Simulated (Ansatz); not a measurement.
The parent structure is Ga2O3 (space group C2/m, No. 12; a = 12.256 Å, b = 3.039 Å, c = 5.808 Å, α = γ = 90.00°, β = 103.81°).

Calculations: Ansatz (an electronic-structure program) r2SCAN, without spin-orbit coupling.

Before the change:

```
Item                Value
---------------  --------
Band gap          3.02 eV
Volume per atom  10.50 Å³
```

One thing is altered: a hydrostatic pressure of 0.9 GPa.

### Question
What does the calculation give for the band gap and volume per atom after the change?

### Answer
The band gap rises by 0.04 eV, from 3.02 eV to 3.06 eV; the volume per atom shrinks by 0.05 Å³, from 10.50 Å³ to 10.45 Å³.

Load acts through the strain it causes; cell and atoms are relaxed under it. Whether these cells are dynamically stable was not tested.
